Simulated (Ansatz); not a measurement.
Results of r²SCAN (plane waves, PAW; Ansatz, a first-principles code) for Ti2SnC (P6₃/mmc, No. 194; cell taken from a computed entry).

Run with plane-wave cutoff 600 eV, 24×24×4 k mesh (along the axes of the cell as run), Fermi–Dirac smearing 0.049 eV (set by the program), no spin polarisation, scalar-relativistic PAW data made under PBE.

Computed at the level's own relaxed cell.

```xyz
8
Lattice="3.1646 0.0000 0.0000 -1.5823 2.7406 0.0000 0.0000 0.0000 13.7230" Properties=species:S:1:pos:R:3 pbc="T T T"
Ti     0.0000     1.8271     1.1116
Ti     1.5823     0.9135    12.6114
Ti     1.5823     0.9135     7.9730
Ti     0.0000     1.8271     5.7499
Sn     0.0000     1.8271    10.2922
Sn     1.5823     0.9135     3.4307
C      0.0000     0.0000     0.0000
C      0.0000     0.0000     6.8615
```

Q: Give the elastic tensor (Voigt notation, GPa, ions relaxed, in the Cartesian axes of the cell as printed).

A: 
```
  283.9    83.2    73.6     0.0     0.0     0.0
   83.2   283.9    73.6     0.0     0.0     0.0
   73.6    73.6   286.3     0.0     0.0     0.0
    0.0     0.0     0.0   103.6     0.0     0.0
    0.0     0.0     0.0     0.0   103.6     0.0
    0.0     0.0     0.0     0.0     0.0   100.3
```

Note: the relaxation could not lower the start's symmetry, so the cell can be a saddle point above a distorted one.

Static lattice: no zero-point or thermal effects.
